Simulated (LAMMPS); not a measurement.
LAMMPS 22 Jul 2025, classical MD, AIREBO (CH.airebo): C, 21952 atoms.

```yaml
task: MD, nve
potential: AIREBO, CH.airebo
copies_of_the_repeat_unit: 14×14×14
shape (slab and sphere leave vacuum in the box): bulk
temperature: 800 K
steps: 200
timestep: 0.5 fs
neighbor_skin: 3 Å
neigh_modify: every 1 delay 0 check yes
thermo: 100
newton: on (default)
atom_modify sort (bins of 2 Å where set): 1000 (default)
comm_style: brick (default)
box: 49.9 × 49.9 × 49.9 Å
start: generated diamond lattice, warmed in an untimed run
compared_values: energy and forces of the first step, drift over the run
```

Hardware: Arm Neoverse V2, 96 cores on 1 socket, no SMT, 1 L3 cache group.

Run on 32 ranks, it takes 5.2 s from launch to exit:

```bash
# ahead of the timed run: OMP_NUM_THREADS=1 mpirun -np 48 lmp -in in.warm -log none -nocite
OMP_NUM_THREADS=1 mpirun -np 32 lmp -in in.lmp -log log.lammps -nocite
```

From its output:

```
  using 1 OpenMP thread(s) per MPI task
  2 by 4 by 4 MPI processor grid
  21952 atoms
  master list distance cutoff = 13.2
  ghost atom cutoff = 13.2
Per MPI rank memory allocation (min/avg/max) = 12.63 | 12.63 | 12.63 Mbytes
97.8% CPU use with 32 MPI tasks x 1 OpenMP threads
...
Loop time of 4.78483 on 32 procs for 200 steps with 21952 atoms

Performance: 1.806 ns/day, 13.291 hours/ns, 41.799 timesteps/s, 917.567 katom-step/s
97.8% CPU use with 32 MPI tasks x 1 OpenMP threads

MPI task timing breakdown:
Section |  min time  |  avg time  |  max time  |%varavg| %total
---------------------------------------------------------------
Pair    | 4.4369     | 4.5942     | 4.723      |   3.1 | 96.02
Neigh   | 0          | 0          | 0          |   0.0 |  0.00
Comm    | 0.056006   | 0.18383    | 0.34015    |  15.2 |  3.84
Output  | 5.9845e-05 | 7.3986e-05 | 0.0001221  |   0.0 |  0.00
Modify  | 0.00152    | 0.0016025  | 0.0016849  |   0.1 |  0.03
Other   |            | 0.005127   |            |       |  0.11

Nlocal:            686 ave         697 max         667 min
Histogram: 1 1 0 4 4 3 3 6 6 4
Nghost:        12506.2 ave       12525 max       12495 min
Histogram: 4 5 6 3 3 3 6 0 0 2
Neighs:              0 ave           0 max           0 min
Histogram: 32 0 0 0 0 0 0 0 0 0
FullNghs:  1.18306e+06 ave  1.2036e+06 max 1.14862e+06 min
Histogram: 2 0 0 5 3 4 2 6 6 4

Total # of neighbors = 37858008
Ave neighs/atom = 1724.5813
Neighbor list builds = 0
Dangerous builds = 0
```

Wall times, medians of two to five repeats, each run alone on the node (launch to exit). Unless noted, each process is bound to its own block of adjacent cores. The times hold for this build (PyPI wheel: MPICH, OPENMP and OPT packages). Scratch files lie in a memory file system. A preparatory run goes ahead and isn't timed.

**Question.** Read the timing block: which change would cut the largest part, on the same cores and with the result kept within 1.0 meV/atom in energy, 10 meV/Å in forces on 48 atoms, 0.20 meV an atom in drift of the total energy?

**Answer.** The largest part is pair forces (Pair), 89 % of the time from launch to exit. Over the ranks it runs from 4.4 to 4.7 s, at 686 atoms a rank on average. One change that relieves it (others may too): going from skin = 3 Å to skin = 1 Å, one of the fastest of the measured ones that keep the result: 5.2 s to 3.9 s (1.3× as fast). List entries an atom go from 1725 to 1062, Neigh from 0 to 0 s and Pair from 4.6 to 3.5 s. These two results differ by: energy equal as printed, forces on 48 atoms equal as printed, drift of the total energy equal as printed. Others tried: skin = 1.5 Å (4.2 s); skin = 2 Å (4.4 s); skin = 0.5 Å (4.4 s); skin = 0.2 Å (5.2 s).
